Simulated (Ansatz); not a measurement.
Worked example: self-consistent single point of Zr (Im-3m, 1 atom in the cell) in Ansatz (a first-principles code).

Method of the run: LDA (PW92), PAW files made with PBE (plane waves; Ansatz).

```yaml
crystal:
  lattice:
    - [-1.79980, 1.79980, 1.79980]
    - [1.79980, -1.79980, 1.79980]
    - [1.79980, 1.79980, -1.79980]
  atoms:
    - { symbol: Zr, position: [0.00000, 0.00000, 0.00000] }
```

Reference input (self-consistent single point, DFT, LDA (PW92), plane waves, PAW files made with PBE): basis.ecutwfc = 30.9 Ry; kpoints.mp_grid.grid = 13 13 13; hamiltonian.xc = lda; hamiltonian.pseudopotentials = {kind: paw} (the program's default PAW files); scf.occupations.method = fermi_dirac; scf.occupations.width = 0.0073 Ry. This run's input differs from it in these lines:

Ansatz 0.2 input:
```diff
@@ -10,3 +10,3 @@
 kpoints:
-  mp_grid: { grid: [13, 13, 13] }
+  mp_grid: { grid: [7, 7, 7], shift: [0.5, 0.5, 0.5] }
 hamiltonian:
```

Output, abridged:

```
SCF iter   1: F=—  HF=-4077.493575 eV  |F-HF|=—  |Δ(HF+E_count)|=         —  Δρ=2.13e-2  dr2=1.50e-1  ethr=3.10e-3  ⟨swp⟩=5.1  Hψ=1144  notcnv=0
all-band conjugate gradients solve this SCF's bands
preconditioner: auto → none
SCF iter   2: F=—  HF=-4077.431642 eV  |F-HF|=—  |Δ(HF+E_count)|=   6.19e-2  Δρ=5.97e-3  dr2=5.23e-3  ethr=1.25e-3  ⟨swp⟩=2.9  Hψ=521  notcnv=0
SCF iter   3: F=—  HF=-4077.430907 eV  |F-HF|=—  |Δ(HF+E_count)|=   7.34e-4  Δρ=2.14e-3  dr2=4.63e-4  ethr=4.36e-5  ⟨swp⟩=2.0  Hψ=271  notcnv=0
SCF iter   4: F=—  HF=-4077.430991 eV  |F-HF|=—  |Δ(HF+E_count)|=   8.33e-5  Δρ=1.27e-4  dr2=1.83e-6  ethr=3.86e-6  ⟨swp⟩=2.4  Hψ=283  notcnv=0
SCF iter   5: F=—  HF=-4077.430989 eV  |F-HF|=—  |Δ(HF+E_count)|=   1.40e-6  Δρ=1.13e-5  dr2=7.47e-9  ethr=8.33e-10  ⟨swp⟩=6.3  Hψ=1006  notcnv=0
SCF iter   6: F=-4077.430989 eV  HF=-4077.430989 eV  |F-HF|=1.36e-11  |Δ(HF+E_count)|=   4.36e-9  Δρ=1.54e-6  dr2=1.27e-10  ethr=6.23e-11  ⟨swp⟩=2.0  Hψ=629  notcnv=0
SCF 1 converged in 6 iterations: F = -4077.430989 eV  dr2 = 1.27e-10
Free energy (F): -4077.430989 eV
Internal energy: -4077.384846 eV  (E = F + TS)
E sigma→0 (E₀):  -4077.407918 eV
Entropy (-TS):   -0.046144 eV (-46.144 meV/atom)
Fermi energy:    13.356716 eV
--- Forces (eV/Å), atoms counted from 1 ---
  atom   1  Zr    -0.00000000    -0.00000000    -0.00000000
--- Stress (GPa, compression-positive) ---
       -8.679789      -0.000000       0.000000
       -0.000000      -8.679789      -0.000000
        0.000000       0.000000      -8.679789
  P = ⅓ Tr σ = -8.6798 GPa (-86.798 kbar)
  The stress holds the Pulay correction. Without it, at fixed plane waves, as pw.x and ABINIT print it: P = -8.6868 GPa
```

The run converged in 6 iterations. Against the reference run the free energy falls by 23.1 meV/atom and the pressure goes from -8.11 to -8.68 GPa.

The starting cell comes from a database of computed structures (which also holds hypothetical and non-ambient phases and stackings), without a prior relaxation at this level. Its lattice was rescaled by up to half a per cent. Ansatz's pressure includes its estimate of the finite-basis (Pulay) stress.
